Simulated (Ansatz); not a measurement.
Q: Name crystals whose electron conductivity mass lies between 0.051 and 0.079 mₑ and whose band gap lies between 0.34 and 0.53 eV, by PBEsol with spin-orbit coupling, rigid bands (Ansatz, a first-principles code).

A: Many crystals can fit; among those computed here:
- CdSe (P6_3mc): 0.063 mₑ, 0.42 eV

Masses are for dilute carriers at 300 K, harmonic means over directions unless an axis is named.
